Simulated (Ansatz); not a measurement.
## What pressure 15 GPa does to Ag

The parent structure is Ag in the fcc (Cu type) structure (space group Fm-3m, No. 225; a = 4.0544 Å).

One thing is altered: a hydrostatic pressure of 15 GPa.

Calculations: PBEsol (Ansatz, a program for electronic structure; PAW; 420 eV plane waves; scalar-relativistic without spin-orbit coupling). Γ-centred 20×20×20 mesh, Fermi–Dirac width 0.05 eV.

The volume per atom shrinks by 1.53 Å³, from 16.66 Å³ to 15.13 Å³ and the density rises by 1.09 g/cm³ to 11.84 g/cm³. The lattice parameter a falls by 0.1279 Å, from 4.054 Å to 3.927 Å and the shortest interatomic distance falls by 0.0904 Å, from 2.867 Å to 2.776 Å. The enthalpy H = E + PV relative to the base's energy comes out as +1.48 eV/atom and the band gap is still zero.

Final structure:

```xyz
1
Lattice="0.0000 1.9633 1.9633 1.9633 0.0000 1.9633 1.9633 1.9633 0.0000" Properties=species:S:1:pos:R:3 pbc="T T T"
Ag     0.0000     0.0000     0.0000
```

Cost of the whole job for the changed cell (relaxation, final SCF and bands): very roughly 18 core-seconds.

Load acts through the strain it causes; cell and atoms are relaxed under it. Whether these cells are dynamically stable was not tested. No other phases were tried under pressure.
